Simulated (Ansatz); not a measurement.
# SnTe: uniaxial strain ε_zz = +2.01 %

Consider SnTe in the rock salt structure (space group Fm-3m, No. 225; a = 6.3702 Å). Axes: x, y, z lie along the cube axes.

Perturbation: the cell is stretched by 2.01 % along z with no lateral relaxation, atoms relaxed at fixed cell.

The values are results of r2SCAN/PAW in Ansatz (a quantum-chemistry and plane-wave program), no SOC, not measurements. k-mesh 9×9×9 (Γ-centred); smearing 0.05 eV (Fermi–Dirac).

| quantity | base | changed | shift |
|---|---|---|---|
| volume per atom | 32.31 Å³ | 32.96 Å³ | +0.65 Å³ |
| shortest interatomic distance | 3.185 Å | 3.185 Å | 0.000 Å |
| energy relative to the base (free energy F) | 0 meV/atom | +4.7 meV/atom | +4.7 meV/atom |
| band gap | 0.13 eV | 0.16 eV | +0.024 eV |
| gap character | – | direct at N | – |
| stress (xx, yy, zz, yz, xz, xy; compression positive) | – | (-0.06, -0.06, -2.24, 0.00, 0.00, 0.00) GPa | – |

Final structure:

```
SnTe
1.0
    0.00000     3.18510     3.24912
    3.18510     0.00000     3.24912
    3.18510     3.18510     0.00000
Te Sn
1 1
Cartesian
  0.00000   0.00000   0.00000
  3.18510   3.18510   3.24912
```

Spin-orbit coupling, missing from the scalar runs, can matter with Te. Stability against distortions was not tested. The zero or small gap of SnTe can change with the level of theory. k-point labels follow each cell's own Brillouin zone.
